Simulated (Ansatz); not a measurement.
Consider Zr in the hcp (Mg type) structure (space group P6_3/mmc, No. 194; a = 3.2316 Å, c = 5.1736 Å).

(Cell as relaxed with PBE.)

Levels (all Ansatz, an electronic-structure program, PAW, earlier PAW set): PBE (420 eV, no SOC); r2SCAN (500 eV, no spin-orbit coupling).

Each level relaxes its own structure.

```json
[
 {"quantity": "volume per atom", "PBE": "23.40 Å³", "r2SCAN": "[?]"},
 {"quantity": "lattice parameter a", "PBE": "3.232 Å", "r2SCAN": "[?]"},
 {"quantity": "lattice parameter c", "PBE": "5.174 Å", "r2SCAN": "[?]"},
 {"quantity": "band gap", "PBE": "zero", "r2SCAN": "[?]"}
]
```

Problem. What does r2SCAN give?

Solution. 
- volume per atom, r2SCAN: 23.50 Å³
- lattice parameter a, r2SCAN: 3.246 Å
- lattice parameter c, r2SCAN: 5.151 Å
- band gap, r2SCAN: zero

PBE's volume per atom lies 0.105 Å³ below r2SCAN's (0.4 %); PBE's lattice parameter a lies 0.014 Å below r2SCAN's (0.4 %); PBE's lattice parameter c lies 0.0225 Å above r2SCAN's (0.4 %); the two agree on the band gap. Neither level is exact; r2SCAN is the comparison here, not a measurement.

No phonon test of stability was made. The final runs are not spin-polarised.
